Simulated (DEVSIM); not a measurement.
Structure: abrupt GaAs p-n junction, at 300 K.

Layer 1 from the left is GaAs, thickness (μm) 0.230, Na (cm⁻³) 2.8e17, τn (s) 7.4e-9, τp (s) 7.4e-9. Layer 2 from the left is GaAs, thickness (μm) 120, Nd (cm⁻³) 1.7e16, τn (s) 7.4e-9, τp (s) 7.4e-9.

Left contact: ohmic. Right contact: ohmic. Voltage is applied to the left contact. Recombination: SRH at mid-gap, radiative. Mobility is μmin + (μ − μmin)/(1 + (N/Nref)^α).

The device is made up for the run: typed textbook-type constants, with dimensions and the other settings drawn at random. Values at 300 K.

GaAs: gap (eV) 1.424, affinity (eV) 4.07, permittivity 12.9, Nc (cm⁻³) 4.7e17, Nv (cm⁻³) 9e18, μn (cm²/Vs) 8500, μp (cm²/Vs) 400, μn,min 500, μp,min 20, Nref,n 6e16, Nref,p 1.5e17, αn 0.39, αp 0.38, B (cm³/s) 2e-10.

### Question
Estimate by hand the built-in potential, the peak field at zero bias, the capacitance at -3 V, and compare with a numerical solution.

### Answer

- Built-in potential: ni = √(Nc Nv) exp(−Eg/2kT) = 2250000 cm⁻³ with Eg = 1.424 eV; Vbi = kT/q ln(Na Nd/ni²) = 1.248 V; numerical 1.248 V.
- Peak field at zero bias: depletion approximation: W = √(2εVbi/(qN)) = 0.333 μm with N = 1.60e16 cm⁻³; field = 2Vbi/W = 74900 V/cm; numerical 73700 V/cm (estimate above by 1.6 %).
- Capacitance at -3 V: C = √(qεN / 2(Vbi + |V|)) = 18.6 nF/cm²; numerical 18.7 nF/cm² (estimate below by 0.61 %).

DEVSIM, 1D drift-diffusion, Boltzmann statistics, complete ionisation; no tunnelling, impact ionisation, image-force lowering or self-heating.
